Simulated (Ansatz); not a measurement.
```yaml
crystal:
  lattice:
    - [3.21798, 0.00000, 0.00000]
    - [-1.60899, 2.78685, 0.00000]
    - [0.00000, 0.00000, 10.33265]
  atoms:
    - { symbol: Sc, position: [0.66667, 0.33333, 0.00405] }
    - { symbol: Al, position: [0.33333, 0.66667, 0.26246] }
    - { symbol: N, position: [0.66667, 0.33333, 0.31559] }
    - { symbol: N, position: [0.33333, 0.66667, 0.07867] }
    - { symbol: Al, position: [0.66667, 0.33333, 0.50114] }
    - { symbol: Al, position: [0.33333, 0.66667, 0.73957] }
    - { symbol: N, position: [0.66667, 0.33333, 0.79471] }
    - { symbol: N, position: [0.33333, 0.66667, 0.55421] }
```

Relaxed-ion tensors in this frame from Ansatz (a program for electronic structure), PBE functional, plane-wave PAW. Proper piezoelectric stress tensor e (C/m²):

```
 0.00   0.00   0.00   0.00   0.39   0.08
 0.08  -0.08   0.00   0.39   0.00   0.00
 0.45   0.45  -1.31   0.00   0.00   0.00
```

Stiffness C (GPa):

```
 309   112   108  -3.4   0.0   0.0
 112   309   108   3.4   0.0   0.0
 108   108   286   0.0   0.0   0.0
-3.4   3.4   0.0  63.8   0.0   0.0
 0.0   0.0   0.0   0.0  63.8  -3.4
 0.0   0.0   0.0   0.0  -3.4  98.7
```

The ordered cell is a computed model, not a synthesised structure.

**Question.** Obtain the piezoelectric strain tensor d.

**Answer.** d = e S with S = C⁻¹, in pC/N:

```
 0.0   0.0   0.0   0.0   6.2   1.0
 0.5  -0.5   0.0   6.2   0.0   0.0
 2.8   2.8  -6.7   0.0   0.0   0.0
```
Away from Γ the polar cell without biaxial strain shows no imaginary mode on a 2×2×2 mesh.
